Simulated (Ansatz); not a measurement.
## TiC, response to strain

The reference is TiC in the rock salt structure (space group Fm-3m, No. 225; a = 4.328 Å; relaxed with 0.1 eV smearing). Axes: x, y, z lie along the cube axes.

Strains are applied to the cell and any free atomic positions relax; under biaxial strain the out-of-plane vector relaxes too.

Computed with Ansatz (an electronic-structure program), r2SCAN, PAW, cutoff 500 eV, no spin-orbit coupling.

Candidates:
(a) strain tensor (xx, yy, zz, yz, xz, xy) = (−1.50, −0.19, +0.27, +0.28, −0.88, +1.38) %
(b) uniaxial strain ε_zz = −2.78 %
(c) uniaxial strain ε_yy = +4.69 %
(d) strain tensor (xx, yy, zz, yz, xz, xy) = (+0.41, +2.38, +0.41, +0.63, +0.76, −0.15) %
(e) biaxial strain +4.00 %, plane normal [001], relaxed out of plane

Notes on the quantities. energy relative to the base: free energy F.

Question: Order them by energy relative to the base, highest first.

Answer: (e) biaxial strain +4.00 %, plane normal [001], relaxed out of plane (+53 meV/atom), (c) uniaxial strain ε_yy = +4.69 % (+31 meV/atom), (b) uniaxial strain ε_zz = −2.78 % (+14 meV/atom), (d) strain tensor (xx, yy, zz, yz, xz, xy) = (+0.41, +2.38, +0.41, +0.63, +0.76, −0.15) % (+13 meV/atom), (a) strain tensor (xx, yy, zz, yz, xz, xy) = (−1.50, −0.19, +0.27, +0.28, −0.88, +1.38) % (+11 meV/atom)

No phonon test of stability was made. The final runs are not spin-polarised.
